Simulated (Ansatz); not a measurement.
The reference is ZnCu2SnS4 (space group I-4, No. 82; a = 5.317 Å, c = 10.643 Å). Axes: x, y, z lie along a, b, c of the conventional cell.

Level of theory: LDA in Ansatz (plane waves to 420 eV, PAW, scalar-relativistic without spin-orbit coupling).

Base values:

The valence-band top at Γ comes out as 0.00, -0.04, -0.04 eV.

The change: uniaxial strain ε_xx = +0.75 %, all other strain components held at zero, atoms relaxed at fixed cell.

Q: Predict the new valence-band top at Γ.

A: The valence-band top at Γ (three highest levels, from the VBM) goes from 0.00, -0.04, -0.04 eV to 0.00, -0.04, -0.06 eV.

Q: What does the calculation give for the stress after the change?

A: The stress (xx, yy, zz, yz, xz, xy; compression positive) comes out as (-0.85, -0.54, -0.55, 0.00, 0.00, 0.00) GPa.

The levels and masses belong to the bands next to the band gap. Stability against distortions was not tested. The final runs are not spin-polarised.

Ansatz is a program for electronic structure.
